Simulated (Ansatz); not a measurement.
**TlBr, response to strain**

Consider TlBr in the CsCl type structure (space group Pm-3m, No. 221).

```cif
data_BrTl
_chemical_formula_sum 'Tl1 Br1'
_space_group_name_H-M_alt 'Pm-3m'
_space_group_IT_number 221
_space_group_name_Hall '-P 4 2 3'
_cell_length_a 3.91453
_cell_length_b 3.91453
_cell_length_c 3.91453
_cell_angle_alpha 90.000
_cell_angle_beta 90.000
_cell_angle_gamma 90.000
loop_
_atom_site_label
_atom_site_type_symbol
_atom_site_symmetry_multiplicity
_atom_site_Wyckoff_symbol
_atom_site_fract_x
_atom_site_fract_y
_atom_site_fract_z
_atom_site_occupancy
Tl1 Tl 1 a 0.00000 0.00000 0.00000 1
Br1 Br 1 b 0.50000 0.50000 0.50000 1
```

Strains are applied to the cell and any free atomic positions relax.

Calculations: PBEsol/PAW in Ansatz (a program for electronic structure), no spin-orbit coupling.

Candidates:
(a) isotropic strain +1.50 %
(b) isotropic strain −2.00 %
(c) isotropic strain +1.00 %

Notes on the quantities. energy relative to the base: free energy F.

Order them by energy relative to the base, highest first.

(b) isotropic strain −2.00 % (+9.8 meV/atom), (a) isotropic strain +1.50 % (+4.8 meV/atom), (c) isotropic strain +1.00 % (+2.2 meV/atom)

Whether these cells are dynamically stable was not tested.
